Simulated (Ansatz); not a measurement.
Calculation: PBE (plane waves to 420 eV, PAW; Ansatz, a quantum-chemistry and plane-wave program).

Plane-averaged electrostatic potential energy along the normal, in eV from the highest filled level, for the (115) surface of germanium, 2 pairs of surface atoms bonded, Br on every dangling bond (bottom of the slab: built like the top, H on every dangling bond, free):

```
z (Å)  V (eV)
-----  ------
4.02     4.75
4.31     4.75
4.59     4.75
4.88     4.75
5.17     4.75
5.45     4.75
5.74     4.75
6.03     4.75
6.31     4.75
6.60     4.75
6.89     4.74
7.18     4.73
7.46     4.69
7.75     4.61
8.04     4.41
8.32     3.93
8.61     3.74
8.90     3.37
9.19     1.86
9.47     0.42
9.76    -0.36
10.05   -1.30
10.33   -2.32
10.62   -2.83
10.91   -3.26
11.19   -3.66
11.48   -3.64
11.77   -3.40
12.06   -3.31
12.34   -3.25
12.63   -3.05
12.92   -2.95
13.20   -3.10
13.49   -3.17
13.78   -3.07
14.06   -3.02
14.35   -3.15
14.64   -3.17
14.93   -3.02
15.21   -3.03
15.50   -3.18
15.79   -3.17
16.07   -3.05
16.36   -3.11
16.65   -3.20
16.94   -3.11
17.22   -2.94
17.51   -3.03
17.80   -3.31
18.08   -3.41
18.37   -3.53
18.66   -3.70
18.94   -3.61
19.23   -3.09
19.52   -2.63
19.81   -2.13
20.09   -1.14
20.38   -0.16
20.67    0.09
20.95   -1.07
21.24   -2.31
21.53   -2.65
21.81   -2.12
22.10   -0.87
22.39    0.63
22.68    1.79
22.96    3.23
23.25    4.82
23.54    5.55
23.82    5.81
24.11    5.91
24.40    5.95
24.69    5.96
24.97    5.97
25.26    5.97
25.55    5.97
25.83    5.97
26.12    5.97
26.41    5.97
26.69    5.97
26.98    5.97
```

Set-up: 52 atoms, 14.6 Å thick at the start with caps and adatoms; mesh 4x3x1; 0.025 eV smearing; dipole correction on; 8 atoms held, the rest relaxed; no symmetry held; no spin, no spin-orbit, no U. It is one candidate, not shown to be the stable structure of the face.

**Question.** The surface cell has an area of 86.20 Å². What dipole along the normal does the step between the two vacuum levels imply?

**Answer.** the top vacuum level lies 1.22 eV above the bottom one; p = −ε₀ A ΔV (ε₀ = 0.005526 e/(V·Å)) gives -0.58 e·Å a cell.
